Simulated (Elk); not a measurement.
Worked example: self-consistent single point of TiTe (P6_3/mmc, 4 atoms in the cell) in Elk.

Computed with PBEsol, all-electron FP-LAPW, Elk's shipped species files, LAPW+lo basis run with Elk.

The change in words: lattice scaled by 0.98. Reference geometry:
```yaml
crystal:
  lattice:
    - [3.59125, 0.00000, 0.00000]
    - [-1.79563, 3.11011, 0.00000]
    - [0.00000, 0.00000, 7.14360]
  atoms:
    - { symbol: Ti, position: [0.00000, 0.00000, 0.50000] }
    - { symbol: Ti, position: [0.00000, 0.00000, 0.00000] }
    - { symbol: Te, position: [0.66667, 0.33333, 0.25000] }
    - { symbol: Te, position: [0.33333, 0.66667, 0.75000] }
```

Reference input (self-consistent single point, DFT, PBEsol, all-electron FP-LAPW, Elk's shipped species files, LAPW+lo basis): xctype = 22; rgkmax = 8; stype = 3; swidth = 0.00367493 Ha; ngridk = 7 7 3; gmaxvr = 16 1/bohr; nxoapwlo = 1; rmtscf = 0.97. This run's input differs from it in these lines:

```diff
@@ -25,8 +25,8 @@
 scale
-  6.786481274
+  6.650751995
 
 avec
-    1.0000000000    0.0000000546    0.0000000000
-   -0.5000000473    0.8660253765    0.0000000000
-    0.0000000000    0.0000000000    1.9891663205
+    1.0000000000   -0.0000000258    0.0000000000
+   -0.4999999777    0.8660254167    0.0000000000
+    0.0000000000    0.0000000000    1.9891661942
```

Output (repeated stretches shortened):

```
│ Self-consistent loop started │
│ Loop number : 1 │
 total energy                :     -15305.4418562
│ Loop number : 2 │
 total energy                :     -15305.4604663
RMS change in Kohn-Sham potential (target) :   0.2190926008     (  0.1000000000E-05)
Absolute change in total energy (target)   :   0.1861017042E-01 (  0.1000000000E-03)
│ Loop number : 3 │
 total energy                :     -15305.1433884
RMS change in Kohn-Sham potential (target) :   0.2129896621     (  0.1000000000E-05)
Absolute change in total energy (target)   :   0.3124253987     (  0.1000000000E-03)
│ Loop number : 4 │
   [... lines left out ...]
Absolute change in total energy (target)   :   0.1630960900E-02 (  0.1000000000E-03)
│ Loop number : 13 │
 total energy                :     -15294.0245164
RMS change in Kohn-Sham potential (target) :   0.5261714036E-06 (  0.1000000000E-05)
Absolute change in total energy (target)   :   0.4008678770E-03 (  0.1000000000E-03)
│ Loop number : 14 │
 total energy                :     -15294.0245212
RMS change in Kohn-Sham potential (target) :   0.1436651144E-06 (  0.1000000000E-05)
Absolute change in total energy (target)   :   0.9542086082E-04 (  0.1000000000E-03)
Convergence targets achieved

│ Loop number : 15 │

Energies :
 Fermi                       :     0.403911809260
 total energy                :     -15294.0245223

Density of states at Fermi energy :    56.69424279
 (states/Hartree/unit cell)

Estimated indirect band gap :   0.9524385965E-03
 from k-point      1 to k-point      2
Estimated direct band gap   :   0.1036222492E-01
 at k-point     10

Charges :
 core                        :    92.00000000
 valence                     :    56.00000000
 interstitial                :    7.260781513
 muffin-tins (core leakage)
  species :    1 (Ti)
   atom    1                 :    20.35397661     (  0.1253726012E-08)
   atom    2                 :    20.35397661     (  0.1253726012E-08)
  species :    2 (Te)
   atom    1                 :    50.01563263     (  0.6410949513E-03)
   atom    2                 :    50.01563263     (  0.6410949513E-03)
 total in muffin-tins        :    140.7392185
 total calculated charge     :    148.0040341
 total charge                :    148.0000000
 error                       :   0.4034066326E-02

│ Self-consistent loop stopped │
```

The run converged in 15 iterations. The count includes the last loop, which Elk runs after its targets are met. Against the reference run the free energy goes up by 42.2 meV/atom.

The starting cell comes from a database of computed structures (which also holds hypothetical and non-ambient phases and stackings), without a prior relaxation at this level. Its lattice was rescaled by a random factor within 2.5 % of one. For this run, on top of that: lattice scaled by 0.98. Spin-orbit coupling is off. Spin polarisation is off, so a magnetic state, if there is one, cannot be reached. Values depend on the basis (sphere radii, cutoffs, local orbitals), which need not be converged. The log's line on a gap gives a spacing of levels on this mesh, which the program prints for metals too.

Cost on one core of a shared machine: roughly 70 s.
